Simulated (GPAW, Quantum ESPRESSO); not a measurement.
A GPAW input for a self-consistent single point of TiFeH₂ (Pmc2_1, 8 atoms in the cell) (DFT LDA (Perdew-Wang 92), plane waves, GPAW PAW datasets LDA (gpaw-data 1.0.1)):

```python
from ase import Atoms
from ase.units import GPa
from gpaw import GPAW

atoms = Atoms(['Ti', 'Ti', 'Fe', 'Fe', 'H', 'H', 'H', 'H'],
              cell=[[2.808110, 0.000000, 0.000000],
                    [0.000000, 4.737931, 0.000000],
                    [0.000000, 0.000000, 4.554512]],
              scaled_positions=[[0.500000, 0.299820, 0.289940],
                                [0.500000, 0.700180, 0.789940],
                                [0.000000, 0.187030, 0.789680],
                                [0.000000, 0.812970, 0.289680],
                                [0.500000, 0.932460, 0.449520],
                                [0.500000, 0.067540, 0.949520],
                                [0.000000, 0.478560, 0.552850],
                                [0.000000, 0.521440, 0.052850]],
              pbc=True)

calc = GPAW(mode={'name': 'pw', 'ecut': 850},
            xc='LDA',
            kpts={'size': (8, 5, 5), 'gamma': True},
            occupations={'name': 'methfessel-paxton', 'width': 0.1, 'order': 0},
            nbands=-14,
            convergence={'density': 1e-05, 'energy': 1e-05},
            symmetry={'symmorphic': False, 'tolerance': 0.0005},
            maxiter=100)

atoms.calc = calc

energy = atoms.get_potential_energy()
print('Energy (eV):', round(energy, 6))
forces = atoms.get_forces()
print('Forces (eV/Ang):')
print(forces.round(5))
stress = atoms.get_stress()
print('Stress (GPa, Voigt):', (stress / GPa).round(4))
```

### Question
Give the Quantum ESPRESSO input for the same structure, mesh, smearing and functional.

### Answer
This is the input that was run; spellings and numerical settings could be chosen otherwise.

```fortran
&control
  calculation = 'scf',
  prefix = 'tifeh2',
  outdir = './tmp',
  pseudo_dir = './',
  tprnfor = .true.,
  tstress = .true.,
/
&system
  ibrav = 0,
  nat = 8,
  ntyp = 3,
  ecutwfc = 50,
  ecutrho = 400,
  occupations = 'smearing',
  smearing = 'gauss',
  degauss = 0.0073499,
/
&electrons
  conv_thr = 1.0d-9,
  mixing_beta = 0.7,
/
ATOMIC_SPECIES
Ti    47.8670  ti_lda_v1.4.uspp.F.UPF
Fe    55.8450  fe_lda_v1.5.uspp.F.UPF
H      1.0080  h_lda_v1.4.uspp.F.UPF
CELL_PARAMETERS bohr
   5.30655883     0.00000000     0.00000000
   0.00000000     8.95339199     0.00000000
   0.00000000     0.00000000     8.60678031
ATOMIC_POSITIONS crystal
Ti    0.50000000    0.29982000    0.28994000
Ti    0.50000000    0.70018000    0.78994000
Fe    0.00000000    0.18703000    0.78968000
Fe    0.00000000    0.81297000    0.28968000
H     0.50000000    0.93246000    0.44952000
H     0.50000000    0.06754000    0.94952000
H     0.00000000    0.47856000    0.55285000
H     0.00000000    0.52144000    0.05285000
K_POINTS automatic
8 5 5  0 0 0
```

Basis settings and potentials, where a program has them, do not carry over. This input uses DFT, LDA (PZ), plane waves, GBRV 1.5 ultrasoft (LDA) pseudopotentials. LDA parametrisations can differ slightly between programs.

The starting cell comes from a database of computed structures (which also holds hypothetical and non-ambient phases and stackings), without a prior relaxation at this level. Its lattice was rescaled by a random factor within 2.5 % of one.
